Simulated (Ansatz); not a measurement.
Input and output of a self-consistent single point for WS₂ (P3m1, 3 atoms in the cell) (Ansatz, an electronic-structure program).

Level of theory: PBEsol, PAW files made with PBE (plane waves; Ansatz).

```yaml
crystal:
  lattice:
    - [3.16760, 0.00000, 0.00000]
    - [-1.58380, 2.74322, 0.00000]
    - [0.00000, 0.00000, 16.86583]
  atoms:
    - { symbol: W, position: [0.00000, 0.00000, 0.00297] }
    - { symbol: S, position: [0.33333, 0.66667, 0.90800] }
    - { symbol: S, position: [0.33333, 0.66667, 0.09200] }
```

Reference input (self-consistent single point, DFT, PBEsol, plane waves, PAW files made with PBE): basis.ecutwfc = 30.9 Ry; kpoints.mp_grid.grid = 9 9 2; hamiltonian.xc = pbesol; hamiltonian.pseudopotentials = {kind: paw} (the program's default PAW files); scf.occupations.method = fixed. This run's input differs from it in these lines:

Ansatz 0.2 input:
```diff
@@ -18,3 +18,3 @@
 scf:
-  occupations: { method: fixed }
+  occupations: { method: fermi_dirac, width: 0.0735 Ry }
 output:
```

The program printed (abridged):

```
SCF iter   1: F=—  HF=-12031.876694 eV  |F-HF|=—  |Δ(HF+E_count)|=         —  Δρ=2.29e-2  dr2=9.61e-1  ethr=3.10e-3  ⟨swp⟩=10.1  Hψ=5703  notcnv=0
all-band conjugate gradients solve this SCF's bands
preconditioner: auto → LDOS
SCF iter   2: F=—  HF=-12031.716778 eV  |F-HF|=—  |Δ(HF+E_count)|=   1.60e-1  Δρ=1.39e-2  dr2=6.66e-1  ethr=3.10e-3  ⟨swp⟩=2.9  Hψ=1661  notcnv=0
   [... lines left out ...]
SCF iter   5: F=—  HF=-12031.535266 eV  |F-HF|=—  |Δ(HF+E_count)|=   3.30e-5  Δρ=1.07e-4  dr2=9.76e-6  ethr=2.20e-6  ⟨swp⟩=3.1  Hψ=1458  notcnv=0
SCF iter   6: F=—  HF=-12031.535331 eV  |F-HF|=—  |Δ(HF+E_count)|=   6.53e-5  Δρ=3.21e-5  dr2=2.58e-6  ethr=3.75e-8  ⟨swp⟩=4.8  Hψ=2156  notcnv=0
SCF iter   7: F=—  HF=-12031.535328 eV  |F-HF|=—  |Δ(HF+E_count)|=   3.53e-6  Δρ=7.56e-6  dr2=2.14e-7  ethr=9.93e-9  ⟨swp⟩=4.2  Hψ=1840  notcnv=0
SCF iter   8: F=-12031.535328 eV  HF=-12031.535328 eV  |F-HF|=5.06e-9  |Δ(HF+E_count)|=   7.67e-8  Δρ=2.08e-6  dr2=1.38e-8  ethr=3.85e-10  ⟨swp⟩=13.0  Hψ=5208  notcnv=0
SCF 1 converged in 8 iterations: F = -12031.535328 eV  dr2 = 1.38e-8
Free energy (F): -12031.535328 eV
Internal energy: -12027.054266 eV  (E = F + TS)
E sigma→0 (E₀):  -12029.294797 eV
Entropy (-TS):   -4.481061 eV (-1493.687 meV/atom)
Fermi energy:    0.937141 eV
--- Forces (eV/Å), atoms counted from 1 ---
  atom   1  W      0.00000000    -0.00000000    -1.06991644
  atom   2  S      0.00000000    -0.00000000    -0.39512753
  atom   3  S      0.00000000     0.00000000     1.46502028
--- Stress (GPa, compression-positive) ---
        2.851329       0.000000      -0.000000
        0.000000       2.851329      -0.000000
       -0.000000      -0.000000       3.106336
  P = ⅓ Tr σ = 2.9363 GPa (29.363 kbar)
  The stress holds the Pulay correction. Without it, at fixed plane waves, as pw.x and ABINIT print it: P = 2.9172 GPa
```

The run converged in 8 iterations. Against the reference run the free energy drops by 504 meV/atom, the pressure goes from -0.11 to 2.94 GPa and the largest force goes from 1.673 to 1.465 eV/Å.

The starting cell comes from a database of computed structures (which also holds hypothetical and non-ambient phases and stackings), without a prior relaxation at this level. Its lattice was rescaled by up to half a per cent. One atom was moved a little off its site on purpose. Spin-orbit coupling is off. Spin polarisation is off. Forces in this geometry exceed 1 eV/Å. Ansatz's pressure includes its estimate of the finite-basis (Pulay) stress.
